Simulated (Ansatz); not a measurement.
Start from a 12-atom supercell of TiSi$_{2}$ (space group Fddd, No. 70) at its relaxed geometry.

```
CELL_PARAMETERS angstrom
      0.00000     4.09011     4.24993
      4.76015     0.00000     0.00000
      0.00000     4.09011    -4.24993
ATOMIC_POSITIONS crystal
  Si 0.16372 0.50000 0.16372
  Si 0.66372 0.00000 0.66372
  Si 0.83628 0.50000 0.83628
  Si 0.33628 0.00000 0.33628
  Si 0.33628 0.75000 0.83628
  Si 0.83628 0.25000 0.33628
  Si 0.66372 0.75000 0.16372
  Si 0.16372 0.25000 0.66372
  Ti 0.00000 0.00000 0.00000
  Ti 0.50000 0.50000 0.50000
  Ti 0.50000 0.25000 0.00000
  Ti 0.00000 0.75000 0.50000
```

Calculations: Ansatz (an electronic-structure program) PBEsol, spin-orbit coupling left out.

One neutral defect a cell, atoms relaxed at fixed cell.

One change was made to it. Results:

The pressure goes from zero to -2.6 GPa; the largest displacement of a host atom from its site in the perfect cell amounts to 0.08 Å.

### Question
What was done to the base?
A) Pb on a Si site, symmetric start
B) Ti vacancy
C) Ca on a Ti site
D) Ru on a Si site, symmetric start
E) Si interstitial (started 1.58 Å from the nearest host atom)

### Answer
B, Ti vacancy. For comparison, the pressure in the other runs: Ru on a Si site, symmetric start gives 2.6 GPa; Ca on a Ti site gives 12.6 GPa; Pb on a Si site, symmetric start gives 12.7 GPa; Si interstitial (started 1.58 Å from the nearest host atom) gives 18.5 GPa.

In so small a cell the defect repeats every few ångströms: this is an ordered compound, not a dilute defect. Defects with a symmetric start kept the site's symmetry and may sit on a saddle; the others started slightly shaken. The final runs are not spin-polarised.
